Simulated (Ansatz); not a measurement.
The starting structures come from a database of crystals and need not be the phases stable at ambient conditions.

 Where the default PAW files enter, the runs use the earlier of Ansatz's two default sets.

Inside the gap of an insulator the Bloch states are evanescent, with a wavenumber k + iκ along the transport direction.

```yaml
crystal:
  lattice:
    - [5.21883, 0.00000, 0.00000]
    - [-2.24772, 4.70998, 0.00000]
    - [0.00000, 0.00000, 6.90124]
  atoms:
    - { symbol: Na, position: [0.81029, 0.18971, 0.25000] }
    - { symbol: Na, position: [0.18971, 0.81029, 0.75000] }
    - { symbol: Na, position: [0.50000, 0.50000, 0.00000] }
    - { symbol: Na, position: [0.50000, 0.50000, 0.50000] }
    - { symbol: S, position: [0.14996, 0.85004, 0.25000] }
    - { symbol: S, position: [0.85004, 0.14996, 0.75000] }
    - { symbol: O, position: [0.75405, 0.24595, 0.57648] }
    - { symbol: O, position: [0.24595, 0.75405, 0.42352] }
    - { symbol: O, position: [0.24595, 0.75405, 0.07648] }
    - { symbol: O, position: [0.75405, 0.24595, 0.92352] }
    - { symbol: O, position: [0.83485, 0.73213, 0.25000] }
    - { symbol: O, position: [0.16515, 0.26787, 0.75000] }
    - { symbol: O, position: [0.73213, 0.83485, 0.75000] }
    - { symbol: O, position: [0.26787, 0.16515, 0.25000] }
```

Space group of this cell: Cmcm. The cell is taken as given; by r2SCAN its mean pressure is 1.6 GPa.

Transport runs along the normal of the first two printed cell vectors.

The gap is the functional's own. No spin-orbit coupling. Mid-gap values are interpolated on the energy grid.

Question: Compute, with r2SCAN run with Ansatz (a program for electronic structure), the band gap and the smallest decay constant κ at mid-gap.

Answer: Gap 6.06 eV on a 6×6×6 mesh; κ = 0.513 1/Å, at the zone centre.
